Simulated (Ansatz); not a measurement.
We consider fluorite CoSi2, described by HSE06 (PAW; Ansatz, a first-principles code).

Settings: plane-wave cutoff 500 eV, 8×8×8 k mesh, Fermi–Dirac smearing 0.05 eV, no spin polarisation, scalar-relativistic PAW data made under PBE.

Computed at the level's own relaxed cell.

### Question
Give the computed volume per atom and lattice parameter a.

### Answer

- volume per atom = 12.38 Å³/atom
- lattice parameter a = 5.296 Å

Measured, for comparison: equilibrium volume per atom 12.87 Å³/atom, lattice constant a 5.365 Å (room temperature, not corrected to a static lattice; as tabulated in Hegde and Bowen (2014), arXiv:1405.1317). Computed (rounded) less measured: equilibrium volume per atom -3.8 %, lattice constant a -1.3 %. A static lattice is as a rule a little smaller and stiffer than an uncorrected measurement, which narrows the difference in the lattice constant a and would widen misses of the other sign.

Note: exact exchange on metals is sensitive to the k mesh and can open a false gap; the run warned that the count of filled bands differs between k points.

The computed numbers hold no vibrational or temperature effects.

It cost about 5 core-minutes (a rough figure) of CPU time.
